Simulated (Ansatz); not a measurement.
## Cu_B (zinc-blende BN host)

These are PBE, PAW (plane waves to 420 eV; Ansatz, a first-principles code) values and carry that method's errors. The supercell holds 64 host sites (2×2×2 repeats of the unit cell), with a 2×2×2 shifted k-point sampling for the final energies. Site at the start: the B site. Charged cells carry a point-charge image correction with potential alignment at far atoms. Dielectric constants: PBE linear response of the host. Host gap at this level: 4.46 eV. A cell of this size leaves errors of a few tenths of an eV. The semilocal functional narrows the gap, so deep levels can fall outside it. Spin–orbit coupling is left out, and no Hubbard U is applied to the open shells. Each state is the lowest found from its start.

```json
[
 {"charge": "+1", "moment (μB)": "1.0", "largest move off a lattice site (Å)": "0.24", "image correction with alignment (eV)": "0.66", "above the lowest spin state (eV)": "0.00"},
 {"charge": "+1", "moment (μB)": "1.0", "largest move off a lattice site (Å)": "0.24", "image correction with alignment (eV)": "0.66", "above the lowest spin state (eV)": "0.00"},
 {"charge": "0†", "moment (μB)": "2.0", "largest move off a lattice site (Å)": "0.24", "image correction with alignment (eV)": "0.00", "above the lowest spin state (eV)": "0.00"},
 {"charge": "0†", "moment (μB)": "not spin-polarised", "largest move off a lattice site (Å)": "0.24", "image correction with alignment (eV)": "0.00", "above the lowest spin state (eV)": "0.24"},
 {"charge": "−1", "moment (μB)": "1.0", "largest move off a lattice site (Å)": "0.25", "image correction with alignment (eV)": "-0.05", "above the lowest spin state (eV)": "0.00"},
 {"charge": "−2†", "moment (μB)": "not spin-polarised", "largest move off a lattice site (Å)": "0.26", "image correction with alignment (eV)": "0.56", "above the lowest spin state (eV)": "0.00"}
]
```

† Not settled in this cell, so no level is given: charge 0: a level filled in part; charge −2: a large or scattered potential alignment.

Starting moments that weren't kept: charge +1 began with 3 μB and ended with 1.0.

Flagged in the runs: a doubtful potential alignment.
